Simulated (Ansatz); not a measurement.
The parent structure is MgO in the rock salt structure (space group Fm-3m, No. 225; a = 4.2539 Å).

(Cell as relaxed with PBE.)

Levels (all Ansatz, a first-principles code, PAW): PBE (420 eV, no spin-orbit coupling); PBEsol (420 eV, no spin-orbit coupling).

Each level relaxes its own structure.

| base | PBE | PBEsol |
|---|---|---|
| volume per atom | 9.62 Å³ | 9.35 Å³ |
| lattice parameter a | 4.254 Å | 4.214 Å |
| band gap | 4.46 eV | 4.62 eV |

One thing is altered: a hydrostatic pressure of 10 GPa.

```csv
quantity,PBE,PBEsol
"hole mass (degenerate bands, along [100])","0.40, 2.1, 2.1 mₑ (at Γ)",[?]
electron mass,0.36 mₑ (at Γ),[?]
volume per atom,9.07 Å³,[?]
band gap,5.04 eV,[?]
```

### Question
Given the PBE results, estimate those of PBEsol.

### Answer

- hole mass (degenerate bands, along [100]), PBEsol: 0.40, 2.0, 2.0 mₑ (at Γ)
- electron mass, PBEsol: 0.36 mₑ (at Γ)
- volume per atom, PBEsol: 8.84 Å³
- band gap, PBEsol: 5.18 eV

PBE's volume per atom lies 0.23 Å³ above PBEsol's (2.6 %); PBE's band gap lies 0.14 eV below PBEsol's; the two agree on the electron mass. Neither level is exact; PBEsol is the comparison here, not a measurement.

Load acts through the strain it causes; cell and atoms are relaxed under it. Masses are band curvatures over ±0.01 Å⁻¹ around the edge. Whether these cells are dynamically stable was not tested. Competing high-pressure phases were not computed. The base started in P3_121 and relaxed to Fm-3m at this level.
